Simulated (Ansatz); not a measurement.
What biaxial strain −0.42 %, plane normal [111], relaxed out of plane does to MgO

Base system: MgO in the rock salt structure (space group Fm-3m, No. 225; a = 4.1592 Å). Axes: x, y, z lie along the cube axes.

It is then changed as follows: biaxial strain −0.42 %, plane normal [111], relaxed out of plane (Cartesian); in-plane vectors clamped, the third vector and the atoms free.

Calculations: LDA (Ansatz, an electronic-structure program), no spin-orbit coupling. Settings: 14×14×14 k-points, 0.05 eV Fermi–Dirac smearing.

The volume per atom drops by 0.06 Å³ (8.99 Å³ → 8.93 Å³) and the space group becomes R-3m (No. 166) (base: Fm-3m (No. 225)). The shortest interatomic distance falls by 0.005 Å, from 2.080 Å to 2.075 Å and the energy goes up by 0.4 meV/atom. The pressure (mean of the normal stresses, compression positive) grows by 1.20 GPa, from -0.01 GPa to 1.19 GPa and the band gap increases by 0.054 eV, from 5.03 eV to 5.09 eV. The gap character stays direct at Γ and the electron mass becomes 0.37 mₑ (at Γ) (base: 0.36 mₑ (at Γ)). The valence-band top at Γ (three highest levels, from the VBM) changes from 0.00, 0.00, 0.00 eV to 0.00, 0.00, -0.05 eV and the out-of-plane strain comes out as +0.16 %. The mean in-plane stress (compression positive) amounts to +1.8 GPa.

Final structure (turned so that z lies along the plane normal):

```
MgO
1.0
    2.92862     0.00000     0.00000
    1.46431     2.53626     0.00000
    1.46431    -0.84542     2.40505
Mg O
1 1
Direct
  0.00000   0.00000   0.00000
  0.00000   0.50000   0.50000
```

Effective masses come from finite differences of ±0.01 Å⁻¹. Stability against distortions was not tested. Labels are those of the standard path for the cell's own space group.
